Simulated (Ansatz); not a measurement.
The starting structures come from a database of crystals and need not be the phases stable at ambient conditions.

 Where the default PAW files enter, the runs use the earlier of Ansatz's two default sets.

Inside the gap of an insulator the Bloch states are evanescent, with a wavenumber k + iκ along the transport direction.

Input:

```yaml
crystal:
  lattice:
    - [5.97188, 0.00000, 0.00000]
    - [0.00000, 5.97188, 0.00000]
    - [0.00000, 0.00000, 5.97188]
  atoms:
    - { symbol: Nb, position: [0.00000, 0.00000, 0.00000] }
    - { symbol: Cu, position: [0.00000, 0.00000, 0.50000] }
    - { symbol: Cu, position: [0.50000, 0.00000, 0.00000] }
    - { symbol: Cu, position: [0.00000, 0.50000, 0.00000] }
    - { symbol: Te, position: [0.25649, 0.25649, 0.25649] }
    - { symbol: Te, position: [0.25649, 0.74351, 0.74351] }
    - { symbol: Te, position: [0.74351, 0.74351, 0.25649] }
    - { symbol: Te, position: [0.74351, 0.25649, 0.74351] }
```

Space group of this cell: P-43m. The cell is taken as given; by PBEsol its mean pressure is -2.2 GPa.

Transport runs along the normal of the first two printed cell vectors, the (001) plane of the conventional cell.

The gap is the functional's own, uncorrected, and κ follows it; spin-orbit coupling is left out. Mid-gap values are interpolated between the computed energies.

Task: Estimate the band gap and the smallest decay constant κ at mid-gap that PBEsol (Ansatz, a program for electronic structure) returns for this system.

Result: Gap 0.94 eV on a 6×6×6 mesh; κ = 0.164 1/Å, at (0.500, 0.500) of the in-plane reciprocal vectors. At the zone centre, at the nearest computed energy, the slowest state has κ = 0.23 1/Å.
